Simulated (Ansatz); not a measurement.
## Mo$_{3}$Ge in the A15 (Cr3Si type) structure (space group Pm-3n, No. 223; a cell from a computed database, its experimental status unchecked)

```cif
data_Ge2Mo6
_chemical_formula_sum 'Ge2 Mo6'
_space_group_name_H-M_alt 'Pm-3n'
_space_group_IT_number 223
_space_group_name_Hall '-P 4n 2 3'
_cell_length_a 4.90795
_cell_length_b 4.90795
_cell_length_c 4.90795
_cell_angle_alpha 90.000
_cell_angle_beta 90.000
_cell_angle_gamma 90.000
loop_
_atom_site_label
_atom_site_type_symbol
_atom_site_symmetry_multiplicity
_atom_site_Wyckoff_symbol
_atom_site_fract_x
_atom_site_fract_y
_atom_site_fract_z
_atom_site_occupancy
Ge1 Ge 2 a 0.00000 0.00000 0.00000 1
Mo1 Mo 6 c 0.00000 0.50000 0.25000 1
```

Level of theory: PBEsol/PAW in Ansatz (an electronic-structure program), without spin-orbit coupling. Γ-centred 10×10×10 mesh, Fermi–Dirac width 0.05 eV.

* **Volume per atom**: 14.78 Å³
* **Density**: 10.13 g/cm³
* **Band gap**: zero
* **Total energy**: -4736.679 eV/atom (σ→0; compares only within this code and set-up)

Whether these cells are dynamically stable was not tested. The final runs are not spin-polarised.
